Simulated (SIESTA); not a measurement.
Worked example: self-consistent single point of Rb3Ba (I4/mmm, 4 atoms in the cell) in SIESTA.

Computed with GGA PBEsol, numerical atomic orbitals DZP, PseudoDojo PBEsol standard norm-conserving potentials (rewritten from UPF to PSML) (SIESTA).

The change in words: lattice scaled by 0.98. Reference geometry:
```
Rb3Ba
1.0
   -3.38259     3.38259     7.39567
    3.38259    -3.38259     7.39567
    3.38259     3.38259    -7.39567
Rb Ba
3 1
Direct
  0.75000   0.25000   0.50000
  0.25000   0.75000   0.50000
  0.50000   0.50000   0.00000
  0.00000   0.00000   0.00000
```

Reference input (self-consistent single point, DFT, GGA PBEsol, numerical atomic orbitals DZP, PseudoDojo PBEsol standard norm-conserving potentials (rewritten from UPF to PSML)): XC.functional = GGA; XC.authors = PBEsol; potentials = PseudoDojo PBEsol standard; PAO.BasisSize = DZP; PAO.EnergyShift = 0.01 Ry; MeshCutoff = 400 Ry; kgrid.MonkhorstPack = 5 5 5; OccupationFunction = FD; ElectronicTemperature = 1160.45 K; MaxSCFIterations = 150; SCF.Mixer.Method = Pulay; SCF.Mixer.Weight = 0.25. This run's input differs from it in these lines:

```diff
@@ -12,5 +12,5 @@
 %block LatticeVectors
-    -3.382586000    3.382586000    7.395675000
-     3.382586000   -3.382586000    7.395675000
-     3.382586000    3.382586000   -7.395675000
+    -3.314934000    3.314934000    7.247761000
+     3.314934000   -3.314934000    7.247761000
+     3.314934000    3.314934000   -7.247761000
 %endblock LatticeVectors
@@ -18,5 +18,5 @@
 %block AtomicCoordinatesAndAtomicSpecies
-     0.000000000    6.392161133    6.987900128  1
-     6.392161133    0.000000000    6.987900128  1
-     0.000000000    0.000000000   13.975800257  1
+     0.000000000    6.264317381    6.848141653  1
+     6.264317381    0.000000000    6.848141653  1
+     0.000000000    0.000000000   13.696283307  1
      0.000000000    0.000000000    0.000000000  2
```

Log, with long lists cut:

```
        iscf     Eharris(eV)        E_KS(eV)     FreeEng(eV)     dDmax    Ef(eV) dHmax(eV)
   scf:    1    -2964.946179    -2965.444635    -2965.554764  0.972763 -2.342225  2.787979
   scf:    2    -2965.709548    -2965.580959    -2965.690986  0.032060 -2.382843  1.789459
   scf:    3    -2965.762288    -2965.683187    -2965.793024  0.061019 -2.462840  0.148634
   scf:    4    -2965.685882    -2965.684813    -2965.794349  0.009880 -2.469546  0.041169
   scf:    5    -2965.684739    -2965.684793    -2965.794377  0.004747 -2.468125  0.030374
   scf:    6    -2965.684791    -2965.684798    -2965.794397  0.001163 -2.470082  0.010072
   scf:    7    -2965.684795    -2965.684797    -2965.794401  0.000304 -2.470130  0.000812
   scf:    8    -2965.684796    -2965.684796    -2965.794401  0.000038 -2.470094  0.000109
   scf:    9    -2965.684796    -2965.684796    -2965.794401  0.000006 -2.470100  0.000014
SCF Convergence by DM+H criterion
max |DM_out - DM_in|         :     0.0000055220
max |H_out - H_in|      (eV) :     0.0000135998
SCF cycle converged after 9 iterations

Using DM_out to compute the final energy and forces

siesta: E_KS(eV) =            -2965.6848

siesta: E_KS - E_eggbox =     -2965.6848

siesta: Atomic forces (eV/Ang):
     1   -0.000001    0.000001   -0.000000
     2    0.000001   -0.000001   -0.000000
     3    0.000000    0.000000    0.000000
     4   -0.000000   -0.000000   -0.000000
   Tot    0.000000    0.000000   -0.000000
   Max    0.000001
   Res    0.000001    sqrt( Sum f_i^2 / 3N )
   Max    0.000001    constrained

Stress tensor Voigt[x,y,z,yz,xz,xy] (kbar):       -7.02       -7.02       -6.30        0.00        0.00       -0.00
(Free)E + p*V (eV/cell)    -2964.4454
   [... lines left out ...]
siesta: FreeEng =     -2965.794401
   [... lines left out ...]
siesta:    -0.004384   -0.000001    0.000002
siesta:    -0.000001   -0.004384    0.000002
siesta:     0.000002    0.000002   -0.003935

siesta: Cell volume =        318.576420 Ang**3

siesta: Pressure (static):
siesta:                Solid            Molecule  Units
siesta:           0.00004612          0.00004612  Ry/Bohr**3
siesta:           0.00423446          0.00423445  eV/Ang**3
siesta:           6.78435772          6.78434116  kBar
```

The run converged in 9 iterations. Against the reference run the free energy goes up by 14.7 meV/atom and the pressure goes from 0.29 to 0.68 GPa.

The starting cell comes from a database of computed structures (which also holds hypothetical and non-ambient phases and stackings), without a prior relaxation at this level. Its lattice was rescaled by a random factor within 2.5 % of one. For this run, on top of that: lattice scaled by 0.98. Values carry the incompleteness of an atom-centred basis.
